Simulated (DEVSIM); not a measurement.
System: Ru/Al2O3/SiO2/n-Si capacitor, at 300 K.

```csv
layer (left to right),material,thickness (nm),Nd (cm⁻³)
1,Al2O3,2.00,-
2,SiO2,0.650,-
3,Si,1800,9.8e16
```

Metal gate on the left, work function 4.7 eV. Fixed charge at the semiconductor interface -3.1e11 cm⁻² (in units of +e); no interface traps.

Constants are typed, rounded textbook-type inputs, not results; the design itself was drawn at random and stands for no fabricated device. Values at 300 K.

```tsv
parameter	Al2O3	SiO2	Si
gap (eV)	6.8	9	1.124
affinity (eV)	1.35	0.9	4.05
permittivity	9	3.9	11.7
Nc (cm⁻³)	-	-	2.86e19
Nv (cm⁻³)	-	-	3.1e19
```

DEVSIM, 1D Poisson equation in equilibrium, Boltzmann statistics, complete ionisation; no quantum confinement or tunnelling. Metal contacts follow the ideal Schottky-Mott rule: no Fermi-level pinning, no interface dipoles.

The gate work function was swept, all else fixed.

| gate work function (eV) | threshold voltage (band bending 2φF) (V) | flat-band voltage (V) |
|---|---|---|
| 4.4 | -0.68 | 0.22 |
| 4.55 | -0.52 | 0.37 |
| 4.7 | -0.38 | 0.52 |
| 4.85 | -0.22 | 0.67 |
| 5 | -0.08 | 0.82 |

From the first row to the last the threshold voltage (band bending 2φF) goes from -0.68 to -0.08. From the first row to the last the flat-band voltage goes from 0.22 to 0.82.
